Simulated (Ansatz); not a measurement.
```yaml
crystal:
  lattice:
    - [4.08962, 0.00000, 0.00000]
    - [-2.04481, 3.54172, 0.00000]
    - [0.00000, 0.00000, 6.76276]
  atoms:
    - { symbol: Cd, position: [0.33333, 0.66667, 0.00112] }
    - { symbol: Cd, position: [0.66667, 0.33333, 0.50112] }
    - { symbol: S, position: [0.33333, 0.66667, 0.37388] }
    - { symbol: S, position: [0.66667, 0.33333, 0.87388] }
```

Computed with PBE with spin-orbit coupling, rigid bands (plane waves, PAW; Ansatz, a program for electronic structure). Condition of this run: biaxial stress in the c plane of 0.8 GPa (compression positive) (the target of the relaxation). Cell: cell and atoms relaxed with PBEsol, then loaded as said.

Problem. Predict the hole conductivity mass (n e² τ/σ) at 300 K, by direction if it differs.

Solution. 1.08 (x), 1.08 (y), 1.63 (z) mₑ.

Problem. Predict the electron conductivity mass (n e² τ/σ) at 300 K, by direction if it differs.

Solution. 0.152 (x), 0.152 (y), 0.136 (z) mₑ.

Problem. And the band gap?

Solution. 1.21 eV at this level; semilocal functionals usually fall short of the measured gap.

Rigid bands, one relaxation time for all states, no polarons. Geometry: cell and atoms relaxed with PBEsol.
